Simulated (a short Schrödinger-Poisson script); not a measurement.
Structure: symmetric double-gate stack, SiO2 on p-type Si(100), at 300 K.

```
layer  material  thickness (nm)  Na (cm⁻³)
-----  --------  --------------  ---------
1          SiO2             3.2          -
2            Si               8       3e15
3          SiO2             3.2          -
```

Constants are typed, rounded textbook-type inputs, not results; the design itself was drawn at random and stands for no fabricated device. SiO2: permittivity 3.9, conduction-band edge (eV) 3.15, gap (eV) 9, electron mass (mₑ) 0.5. Si: permittivity 11.7, conduction-band edge (eV) 0, gap (eV) 1.124, Nv at 300 K (cm⁻³) 3.1e19.

Channel valleys (confinement mass, in-plane density-of-states mass, number): Δ2 0.916, 0.19, 2; Δ4 0.19, 0.417, 4. At the gates, both at one voltage, the conduction-band edge of layer 1 lies 3.65 eV − eVg above the Fermi level of the channel. Gaps are held at their typed values at every temperature. Mesh 0.03 nm at interfaces.

From a short Schrödinger-Poisson script (our own, NumPy): 1D Poisson equation in equilibrium, electrons quantum, Hartree (BenDaniel-Duke, 12 states a valley, the channel's in-plane mass for all, wave functions ending at the dielectric), parabolic valleys, classical holes, full ionisation, no traps, pinning or gate leakage.

The same stack at other levels of the model or other numerical settings:

```
run                                          sheet density of all electrons at Vg = 2.7 V (cm⁻²)  sheet density of all electrons at Vg = 0.9 V (cm⁻²)  capacitance of both gates at Vg = 2.7 V (μF/cm²)  rough cost against the base
-------------------------------------------  ---------------------------------------------------  ---------------------------------------------------  ------------------------------------------------  ---------------------------
base                                                                                     2.57e13                                              4.73e12                                              1.93                      about 1
electrons treated as classical, Boltzmann                                                2.85e13                                              5.41e12                                              2.10                         0.04
electrons treated as classical, Fermi-Dirac                                              2.78e13                                              5.36e12                                              2.03                          0.1
mesh six times as coarse                                                                 2.57e13                                              4.73e12                                              1.93                          0.3
```

The classical rows ignore confinement, and Boltzmann statistics overrate the density once the band edge passes the Fermi level.
